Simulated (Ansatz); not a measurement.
**Pressure series in WC**

The reference is WC (space group P-6m2, No. 187).

Space group P-6m2 (No. 187); a = 2.912 Å, b = 2.912 Å, c = 2.836 Å, α = 90.00°, β = 90.00°, γ = 120.00°

| atom | site | symmetry | x | y | z |
|---|---|---|---|---|---|
| W | 1a | -6m2 | 0.0000 | 0.0000 | 0.0000 |
| C | 1f | -6m2 | 0.6667 | 0.3333 | 0.5000 |

Cell and atoms are relaxed at each pressure.

The values are results of r2SCAN, PAW, 500 eV (Ansatz, a program for electronic structure; no SOC), not measurements.

Notes on the quantities. enthalpy: H = E + PV relative to the base's energy.

```json
[
 {"change": "base", "enthalpy": "–", "density": "15.61 g/cm³", "shortest interatomic distance": "2.200 Å"},
 {"change": "pressure −2 GPa", "enthalpy": "-0.13 eV/atom", "density": "15.53 g/cm³", "shortest interatomic distance": "2.203 Å"},
 {"change": "pressure −1 GPa", "enthalpy": "-0.07 eV/atom", "density": "[?]", "shortest interatomic distance": "2.201 Å"},
 {"change": "pressure 1.8 GPa", "enthalpy": "+0.12 eV/atom", "density": "15.68 g/cm³", "shortest interatomic distance": "2.196 Å"},
 {"change": "pressure 4.2 GPa", "enthalpy": "+0.27 eV/atom", "density": "15.77 g/cm³", "shortest interatomic distance": "[?]"},
 {"change": "pressure 9 GPa", "enthalpy": "+0.58 eV/atom", "density": "15.95 g/cm³", "shortest interatomic distance": "[?]"},
 {"change": "pressure 18 GPa", "enthalpy": "+1.15 eV/atom", "density": "16.27 g/cm³", "shortest interatomic distance": "2.170 Å"},
 {"change": "pressure 30 GPa", "enthalpy": "+1.89 eV/atom", "density": "16.67 g/cm³", "shortest interatomic distance": "2.153 Å"},
 {"change": "pressure 45 GPa", "enthalpy": "+2.79 eV/atom", "density": "17.13 g/cm³", "shortest interatomic distance": "2.134 Å"},
 {"change": "pressure 60 GPa", "enthalpy": "+3.66 eV/atom", "density": "17.55 g/cm³", "shortest interatomic distance": "2.117 Å"}
]
```

**Question.** Complete the table.

**Answer.** 
- pressure −1 GPa, density: 15.57 g/cm³
- pressure 4.2 GPa, shortest interatomic distance: 2.192 Å
- pressure 9 GPa, shortest interatomic distance: 2.184 Å

Load acts through the strain it causes; cell and atoms are relaxed under it. Stability against distortions was not tested. No other phases were tried under pressure. All final runs are without spin polarisation.
